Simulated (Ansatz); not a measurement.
Start from Cu3N (space group Pm-3m, No. 221; a = 3.7649 Å).

The values are results of Ansatz (a first-principles code) PBEsol, scalar-relativistic without spin-orbit coupling, not measurements.

Strains are applied to the cell and any free atomic positions relax.

One change was made to it. Results:

The smallest direct gap goes up by 0.06 eV, from 0.55 eV to 0.61 eV; the hole mass (degenerate bands, along [100]) comes out as 0.11, 0.11, 2.0 mₑ (at R); the pressure goes from zero to -2.3 GPa.

Task: Which of these changes matches the shifts?
A. isotropic strain +2.40 %
B. isotropic strain +3.00 %
C. isotropic strain +1.20 %
D. isotropic strain +1.80 %
E. isotropic strain +0.60 %

Result: E, isotropic strain +0.60 %. For comparison, the smallest direct gap in the other runs: isotropic strain +1.20 % gives 0.66 eV; isotropic strain +2.40 % gives 0.76 eV; isotropic strain +1.80 % gives 0.71 eV; isotropic strain +3.00 % gives 0.81 eV.

Effective masses come from finite differences of ±0.01 Å⁻¹. Stability against distortions was not tested. All final runs are without spin polarisation. Gaps under 0.05 eV, about the width of the smearing, are given as zero. A zero or small gap of Cu3N can be the functional's error rather than a property of the material.
